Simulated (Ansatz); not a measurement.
Ge (model structure, started from the C4 type, I4₁32, No. 214, 4 atoms in the cell) was calculated with PBEsol+SOC (Ansatz, a quantum-chemistry and plane-wave program, PAW).

Input file:

Ansatz 0.2 input:
```yaml
crystal:
  lattice:
    - [-3.3998672965, 3.3998672965, 3.3998672965]
    - [3.3998672965, -3.3998672965, 3.3998672965]
    - [3.3998672965, 3.3998672965, -3.3998672965]
  atoms:
    - { symbol: Ge, position: [0.0, 0.25, 0.5] }
    - { symbol: Ge, position: [0.25, 0.5, 0.0] }
    - { symbol: Ge, position: [0.5, 0.0, 0.25] }
    - { symbol: Ge, position: [0.25, 0.25, 0.25] }
basis:
  ecutwfc: 520
  ecutrho_ratio: 4
  xc_grid: 2
kpoints:
  mp_grid: { grid: [12, 12, 12] }
hamiltonian:
  xc: pbesol
  dispersion: none
  pseudopotentials: { kind: paw }
scf:
  occupations: { method: fermi_dirac, width: 0.05 }
  convergence: { dr2_threshold: 0.0000000004 }
output:
  forces: true
  stress: true
  eigenvalues: true
magnetization:
  noncollinear: true
  spin_orbit: true
```

Output (set-up and result lines):

```
Crystal: 4 atoms, lattice volume = 157.198 Å³
Basis set: ecut = 520 eV, 4189 PW (Γ), exchange–correlation on 90×90×90 points (8 copies of the dense FFT grid, shifted against one another)
Bands: 68, of which v1, the nominal top of the filled ones, is band 56 counted from 1 (55 counted from 0)
Symmetry: 24 space group operations + 24 with time reversal
k-points: 72 of 1728 (time reversal used)
Initial density: superposition of atomic densities (chi_scale 0.1, normalization cell)
Functional: x = pbesol(κ = 0.804, μ = 0.12345679012345678), c = pbesol(β = 0.046)
SCF 1 converged in 9 iterations: F = -17010.492638 eV  dr2 = 5.62e-13
SCF converged after 9 iterations
Free energy (F): -17010.492638 eV
Internal energy: -17010.464822 eV  (E = F + TS)
E sigma→0 (E₀):  -17010.478730 eV
Fermi energy:    2.619778 eV
--- Forces (eV/Å), atoms counted from 1 ---
  atom   1  Ge     0.00000000     0.00000000     0.00000000
  atom   2  Ge     0.00000000     0.00000000    -0.00000000
  atom   3  Ge     0.00000000     0.00000000    -0.00000000
  atom   4  Ge    -0.00000000    -0.00000000     0.00000000
--- Stress (GPa, compression-positive) ---
        0.001188       0.000000       0.000000
        0.000000       0.001188       0.000000
        0.000000       0.000000       0.001188
  P = ⅓ Tr σ = 0.0012 GPa (0.012 kbar)
```

The PAW data were made under PBE.

Note: the relaxation could raise the start's symmetry but not lower it, so the cell can be a saddle point.

Computing time: around 6 core-minutes (rough).

A model structure was made by putting elements into a prototype or built by hand; it is no filed structure, need not be a known phase, and can be a saddle point held by its symmetry.
